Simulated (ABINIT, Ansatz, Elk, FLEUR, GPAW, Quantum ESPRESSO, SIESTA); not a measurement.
## Mn₂Ge (P6_3/mmc, 6 atoms in the cell) computed with different codes at matched settings

Self-consistent single point.

```
Mn2Ge
1.0
    4.14495     0.00000     0.00000
   -2.07248     3.58963     0.00000
    0.00000     0.00000     5.05503
Mn Ge
4 2
Direct
  0.00000   0.00000   0.50000
  0.00000   0.00000   0.00000
  0.66667   0.33333   0.25000
  0.33333   0.66667   0.75000
  0.66667   0.33333   0.75000
  0.33333   0.66667   0.25000
```
Moments meant for the start (each program seeds them in its own way; μB, in the order of the atoms Mn Mn Mn Mn Ge Ge): 4.0 4.0 4.0 4.0 0.0 0.0.

All programs got the same cell, k-point mesh and kind of occupations, and the same starting moments (in Ansatz's words: kpoints.mp_grid.grid = 5 5 3; magnetization.spin_polarized = true; scf.occupations.method = gaussian; scf.occupations.width = 0.0037 Ry); potentials, basis and cutoffs are each program's usual ones.

```json
[
 {"code": "Elk", "model": "LDA (PW92), all-electron FP-LAPW, Elk's shipped species files, APW+lo basis with extra local orbitals", "pressure (GPa)": "–", "size of the net moment (μB/atom)": "1.35", "k-points": "10", "cutoff": "rgkmax 7.5"},
 {"code": "FLEUR", "model": "LDA (Vosko-Wilk-Nusair), all-electron FLAPW (FLEUR), scalar-relativistic valence", "pressure (GPa)": "–", "size of the net moment (μB/atom)": "1.40", "k-points": "10", "cutoff": "Kmax 3.8 1/bohr"},
 {"code": "Quantum ESPRESSO", "model": "LDA (PZ), GBRV 1.5 ultrasoft (LDA) pseudopotentials", "pressure (GPa)": "-11.63", "size of the net moment (μB/atom)": "1.40", "k-points": "10", "cutoff": "50 Ry"},
 {"code": "Ansatz", "model": "LDA (PW92), PAW files made with PBE", "pressure (GPa)": "-11.79", "size of the net moment (μB/atom)": "1.39", "k-points": "10", "cutoff": "30.9 Ry"},
 {"code": "ABINIT", "model": "LDA (PW92), norm-conserving pseudopotentials (PseudoDojo nc-sr-04 LDA standard)", "pressure (GPa)": "-11.44", "size of the net moment (μB/atom)": "1.40", "k-points": "10", "cutoff": "48 Ha"},
 {"code": "GPAW", "model": "LDA (Perdew-Wang 92), GPAW PAW datasets LDA (gpaw-data 1.0.1)", "pressure (GPa)": "-11.56", "size of the net moment (μB/atom)": "1.35", "k-points": "10", "cutoff": "850 eV"},
 {"code": "SIESTA", "model": "LDA PW92, numerical atomic orbitals DZP, PseudoDojo LDA standard norm-conserving potentials (rewritten from UPF to PSML)", "pressure (GPa)": "-9.58", "size of the net moment (μB/atom)": "1.40", "k-points": "38", "cutoff": "grid 350 Ry"}
]
```

A dash marks a value that a program does not give, or that is left out as unsure.

The spread over the programs that give each value: pressure within 2.21 GPa; size of the net moment within 0.05 μB/atom.

The starting cell comes from a database of computed structures (which also holds hypothetical and non-ambient phases and stackings), without a prior relaxation at this level. Its lattice was rescaled by a random factor within 2.5 % of one. On Ansatz's run: The magnetic order is the one reached from the typed start; others were not searched systematically. In the base run, with a pressure of about -12 GPa the cell is away from its equilibrium volume at this level. Without a gap this mesh is coarse (it stands for a supercell whose shortest vector is 15 Å).

**Question.** Why do the programs differ, and what cannot be compared?

**Answer.** Differences of this kind can come from the potentials, where these differ, and from what each basis and cutoff leave unconverged. The valence holds different numbers of electrons (FLEUR 88, Quantum ESPRESSO 88, Ansatz (a first-principles code) 88, ABINIT 88, GPAW 68, SIESTA 88). The zero of total energies and Fermi levels follows the potentials and each program's conventions, so they are not compared here. SIESTA uses small atom-centred bases, whose incompleteness enters pressures, forces and empty levels differently from a plane-wave cutoff. Elk and FLEUR treat all electrons, but the usual bases taken here (sphere radii, linearisation, local orbitals, empty states) were not tested for convergence, so the values are no reference for the others. Ansatz's pressure is given at a fixed set of plane waves, as the other plane-wave codes print theirs; with its correction for the finite basis it is -11.57 GPa (the shift of 0.21 GPa shows how far the cutoff is from converged). Ansatz's smearing width was typed in Ry to four decimals, so it matches the others to a few per cent. The same LDA comes in different parametrisations, which differ slightly. Site moments depend on each program's spheres or projections; the total moment of the cell does not. The programs reduce the same mesh by symmetry to different extents, which changes the work and not the result. In the pressure, SIESTA (by 2.02) lies more than 1 GPa from the median of the plane-wave programs.

The shared mesh is coarse (it stands for a supercell whose shortest vector is 15 Å), so the values are not converged in it.

Keys are those of Ansatz 0.2.
